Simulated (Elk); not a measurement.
## Input and output of a self-consistent single point for ZrB₂ (P6/mmm, 3 atoms in the cell) (Elk)

Level of theory: Elk 10.2.4 with LDA (PW92), all-electron FP-LAPW, Elk's shipped species files, APW+lo basis with extra local orbitals.

The input file:

```
tasks
  0

xctype
  3

rgkmax
  8.0

gmaxvr
  14.0

nxlo
  2

lorbcnd
  .true.

rmtscf
  0.89

lmaxi
  2

stype
  3

swidth
  0.00367493

avec
    5.9857455267   -0.0000000539    0.0000000000
   -2.9928727166    5.1838077136    0.0000000000
    0.0000000000    0.0000000000    6.7130441879

atoms
  2   : nspecies
  'Zr.in'   : spfname
  1   : natoms; atposl, bfcmt below
  0.0000000000  0.0000000000  0.0000000000    0.0 0.0 0.0
  'B.in'   : spfname
  2   : natoms; atposl, bfcmt below
  0.3333333333  0.6666666667  0.5000000000    0.0 0.0 0.0
  0.6666666667  0.3333333333  0.5000000000    0.0 0.0 0.0

ngridk
  11 11 8
```

Output (repeated stretches shortened):

```
│ Elk code version 10.2.4 │

All units are atomic (Hartree, Bohr, etc.)

│ Ground-state run starting from atomic densities │

Lattice vectors :
   5.985745527     -0.5390000000E-07   0.000000000
  -2.992872717       5.183807714       0.000000000
   0.000000000       0.000000000       6.713044188

Unit cell volume      :    208.2987371
Brillouin zone volume :    1.190838777

Muffin-tin inner radius fraction :   0.1000000000E-01

Nuclei treated as point charges

Species :    1 (Zr)
 parameters loaded from : Zr.in
 name : zirconium
 nuclear charge    :   -40.00000000
 electronic charge :    40.00000000
 atomic mass :    166291.1791
 muffin-tin radius :    2.314000000
 number of radial points in muffin-tin :    597
 atomic positions (lattice), magnetic fields (Cartesian) :
   1 :   0.00000000  0.00000000  0.00000000    0.00000000  0.00000000  0.00000000

Species :    2 (B)
 parameters loaded from : B.in
 name : boron
 nuclear charge    :   -5.000000000
 electronic charge :    5.000000000
 atomic mass :    19707.24741
 muffin-tin radius :    1.602000000
 number of radial points in muffin-tin :    297
 atomic positions (lattice), magnetic fields (Cartesian) :
   1 :   0.33333333 -0.33333333  0.50000000    0.00000000  0.00000000  0.00000000
   2 :  -0.33333333  0.33333333  0.50000000    0.00000000  0.00000000  0.00000000

Total number of atoms per unit cell :    3

Spin treatment :
 spin-unpolarised

Number of Bravais lattice symmetries :   24
Number of crystal symmetries         :   24
Crystal has inversion symmetry
Real symmetric eigensolver will be used

k-point grid :     11    11     8
k-point offset :    0.000000000       0.000000000       0.000000000
k-point set is reduced with full crystal symmetry group
Total number of k-points :       80

Muffin-tin radius times maximum |G+k| :    8.000000000
 using average radius
Maximum |G+k| for APW functions       :    4.349401957
Maximum (1/2)|G+k|²                   :    9.458648693
Maximum |G| for potential and density :    14.00000000
 potential will be trimmed for |G| > 2 gkmax
Constant for pseudocharge density :    8
Radial integration step length :    4

G-vector grid sizes :     27    27    30
Number of G-vectors :     9635

Maximum angular momentum used for
 APW functions                      :    8
 outer part of muffin-tin           :    6
 inner part of muffin-tin           :    2

Total nuclear charge    :   -50.00000000
Total core charge       :    32.00000000
Total valence charge    :    18.00000000
Total excess charge     :    0.000000000
Total electronic charge :    50.00000000

Effective Wigner radius, rₛ :   0.9981810968

Number of empty states         :   12
Total number of valence states :   21
Total number of core states    :   32

Conduction state local-orbitals added automatically
Total number of local-orbitals :  208

Exchange-correlation functional :      3     0     0
 Perdew-Wang/Ceperley-Alder, Phys. Rev. B 45, 13244 (1992)
 gradient requirement :    0
 local density approximation (LDA)

Smearing type :    3
 Fermi-Dirac
Smearing width :   0.3674930000E-02
Effective electronic temperature (K) :    1160.451112

Mixing type :    3
 Broyden mixing, J. Phys. A: Math. Gen. 17, L317 (1984)

Kohn-Sham potential initialised from atomic data

│ Self-consistent loop started │
│ Loop number : 1 │
 total energy                :     -3642.21551760
│ Loop number : 2 │
 total energy                :     -3642.38936204
RMS change in Kohn-Sham potential (target) :   0.1740756402     (  0.1000000000E-05)
Absolute change in total energy (target)   :   0.1738444307     (  0.1000000000E-03)
│ Loop number : 3 │
 total energy                :     -3643.18478129
RMS change in Kohn-Sham potential (target) :   0.1466013796     (  0.1000000000E-05)
Absolute change in total energy (target)   :   0.8388803628     (  0.1000000000E-03)
│ Loop number : 4 │
 total energy                :     -3643.63897487
RMS change in Kohn-Sham potential (target) :   0.1163717462     (  0.1000000000E-05)
Absolute change in total energy (target)   :   0.6639136711     (  0.1000000000E-03)
│ Loop number : 5 │
 total energy                :     -3644.28117853
RMS change in Kohn-Sham potential (target) :   0.5734664114E-01 (  0.1000000000E-05)
Absolute change in total energy (target)   :   0.8081820800     (  0.1000000000E-03)
│ Loop number : 6 │
 total energy                :     -3644.60646334
RMS change in Kohn-Sham potential (target) :   0.1894917884E-01 (  0.1000000000E-05)
Absolute change in total energy (target)   :   0.5273303243     (  0.1000000000E-03)
│ Loop number : 7 │
 total energy                :     -3644.74250621
RMS change in Kohn-Sham potential (target) :   0.5732764589E-03 (  0.1000000000E-05)
Absolute change in total energy (target)   :   0.2678754533     (  0.1000000000E-03)
│ Loop number : 8 │
 total energy                :     -3644.65603850
RMS change in Kohn-Sham potential (target) :   0.7927913933E-03 (  0.1000000000E-05)
Absolute change in total energy (target)   :   0.1949884976E-01 (  0.1000000000E-03)
│ Loop number : 9 │
 total energy                :     -3644.66333729
RMS change in Kohn-Sham potential (target) :   0.4520635470E-03 (  0.1000000000E-05)
Absolute change in total energy (target)   :   0.2424079673E-02 (  0.1000000000E-03)
│ Loop number : 10 │
 total energy                :     -3644.67377345
RMS change in Kohn-Sham potential (target) :   0.1461040917E-03 (  0.1000000000E-05)
Absolute change in total energy (target)   :   0.1104218391E-01 (  0.1000000000E-03)
│ Loop number : 11 │
 total energy                :     -3644.68001043
RMS change in Kohn-Sham potential (target) :   0.9006848671E-05 (  0.1000000000E-05)
Absolute change in total energy (target)   :   0.8997522894E-02 (  0.1000000000E-03)
│ Loop number : 12 │
 total energy                :     -3644.68074905
RMS change in Kohn-Sham potential (target) :   0.2676201753E-05 (  0.1000000000E-05)
Absolute change in total energy (target)   :   0.2988004959E-02 (  0.1000000000E-03)
│ Loop number : 13 │
 total energy                :     -3644.68083482
RMS change in Kohn-Sham potential (target) :   0.5985112098E-06 (  0.1000000000E-05)
Absolute change in total energy (target)   :   0.8327678333E-03 (  0.1000000000E-03)
│ Loop number : 14 │
 total energy                :     -3644.68084400
RMS change in Kohn-Sham potential (target) :   0.3345482093E-06 (  0.1000000000E-05)
Absolute change in total energy (target)   :   0.2173763050E-03 (  0.1000000000E-03)
│ Loop number : 15 │
 total energy                :     -3644.68083419
RMS change in Kohn-Sham potential (target) :   0.3844521187E-07 (  0.1000000000E-05)
Absolute change in total energy (target)   :   0.4452458415E-04 (  0.1000000000E-03)
Convergence targets achieved

│ Loop number : 16 │

Energies :
 Fermi                       :     0.467763590216
 sum of eigenvalues          :     -2144.45244629
 electron kinetic            :      3762.60150543
 core electron kinetic       :      3686.89917751
 Coulomb                     :     -7289.13921242
 Coulomb potential           :     -5750.54506862
 nuclear-nuclear             :     -380.175528094
 electron-nuclear            :     -8067.38230002
 Hartree                     :      1158.41861570
 Madelung                    :     -4413.86667810
 xc potential                :     -156.508883097
 exchange                    :     -113.807779329
 correlation                 :     -4.33505465076
 electron entropic           :    -0.292281099711E-03
 total energy                :     -3644.68083324

Density of states at Fermi energy :    6.000975966
 (states/Hartree/unit cell)

Estimated indirect band gap :   0.8270505995E-02
 from k-point     39 to k-point     13
Estimated direct band gap   :   0.1205750314E-01
 at k-point     13

Charges :
 core                        :    32.00000000
 valence                     :    18.00000000
 interstitial                :    5.488283452
 muffin-tins (core leakage)
  species :    1 (Zr)
   atom    1                 :    37.40235136     (  0.2225451477E-04)
  species :    2 (B)
   atom    1                 :    3.554682596     (  0.2922797187E-03)
   atom    2                 :    3.554682596     (  0.2922797187E-03)
 total in muffin-tins        :    44.51171655
 total calculated charge     :    50.00078095
 total charge                :    50.00000000
 error                       :   0.7809523726E-03

│ Self-consistent loop stopped │
```

The run converged in 16 iterations. The count includes the last loop, which Elk runs after its targets are met.

The starting cell comes from a database of computed structures (which also holds hypothetical and non-ambient phases and stackings), without a prior relaxation at this level. Values depend on the basis (sphere radii, cutoffs, local orbitals), which need not be converged. The log's line on a gap gives a spacing of levels on this mesh, which the program prints for metals too.

Cost on one core of a shared machine: roughly 2 min.
